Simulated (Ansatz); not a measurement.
L1₂ (Cu3Au-type) Ni₃Al, treated with HSE06-D3(BJ) (Ansatz, an electronic-structure program, plane waves, PAW).

Settings: plane-wave cutoff 460 eV, 8×8×8 k mesh, Fermi–Dirac smearing 0.05 eV, spin-polarised with parallel moments, scalar-relativistic PAW data made under PBE.

A third-order Birch–Murnaghan fit to the energies gives V0 = 10.613 Å³/atom, B0 = 204 GPa, B′ = 4.9.

```tsv
V (Å³/atom)	P (GPa)
10.080	?
10.346	?
10.611	0.02
10.950	?
11.141	-8.83
```

Question: Estimate the withheld pressures from this fit; the answers are the runs' own values.

Answer: 
- 10.080, P (GPa): 11.89
- 10.346, P (GPa): 5.53
- 10.950, P (GPa): -5.95

The formula P = (3/2) B0 (x^(7/3) − x^(5/3)) [1 + (3/4)(B′ − 4)(x^(2/3) − 1)] with x = V0/V meets the computed pressures within 0.05 GPa when these rounded values are put in.

Measured, for comparison: bulk modulus 174 GPa (temperature not stated, not corrected to a static lattice; as tabulated in Zarkevich et al. (2023), arXiv:2304.06869); equilibrium volume per atom 11.39 Å³/atom (temperature not stated, not corrected to a static lattice; as tabulated in Tensorial elastic properties and stability of interface states associated with …). Computed (rounded) less measured: bulk modulus +17 %, equilibrium volume per atom -6.8 %.

The computed numbers hold no vibrational or temperature effects.

Cost on a shared machine: roughly 40 core-minutes.
